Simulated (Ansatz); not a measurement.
System: MgS (model structure, within 0.1 Å of P4/mmm, No. 123, 4 atoms in the cell). Method: LDA in Ansatz (PAW).

Settings: plane-wave cutoff 520 eV, 14×14×12 k mesh (along the axes of the cell as run), Fermi–Dirac smearing 0.05 eV, scalar-relativistic PAW data made under PBE.

Computed at the level's own relaxed cell.

```yaml
crystal:
  lattice:
    - [4.87481, 0.00000, 0.00000]
    - [0.00000, 4.87481, 0.00000]
    - [0.00000, 0.00000, 4.56924]
  atoms:
    - { symbol: Mg, position: [0.50000, 0.00000, 0.00009] }
    - { symbol: Mg, position: [0.00000, 0.50000, 0.99991] }
    - { symbol: S, position: [0.00000, 0.00000, 0.00000] }
    - { symbol: S, position: [0.50000, 0.50000, 0.00000] }
```

Task: List the 10 lowest band energies at Γ above −25 eV (eV, relative to the valence band maximum), grouping those that round alike.

Result: At Γ: -12.15, -10.65, -3.62 (×2), -1.63, -0.73 (×2), 0.00, 1.80, 1.90.

A model structure was made by putting elements into a prototype or built by hand; it is no filed structure, need not be a known phase, and can be a saddle point held by its symmetry.

Ansatz is a program for electronic structure.
